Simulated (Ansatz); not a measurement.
We consider 1T (CdI2-type) MgI2, described by PBEsol+SOC in Ansatz (plane waves, PAW).

Run with plane-wave cutoff 520 eV, 12×12×6 k mesh (along the axes of the cell as run), Fermi–Dirac smearing 0.01 eV, PAW data made under PBE.

Cell (measured lattice):

```
MgI2
1.0
   -2.07685    -3.59721     0.00000
   -2.07685     3.59721     0.00000
    0.00000     0.00000    -6.86200
Mg I
1 2
Direct
  0.00000   0.00000   0.00000
  0.33333   0.66667   0.24237
  0.66667   0.33333   0.75763
```

**Question.** Predict the band gap and smallest direct gap on the k points sampled.

**Answer.** 
- band gap = 3.10 eV (indirect)
- smallest direct gap on the k points sampled = 3.25 eV

Note: cell and atoms aren't relaxed at this level (largest force component 0.02 eV/Å).

Static lattice: no zero-point or thermal effects.

The result took around 4 core-minutes (rough).

Ansatz is a first-principles code.
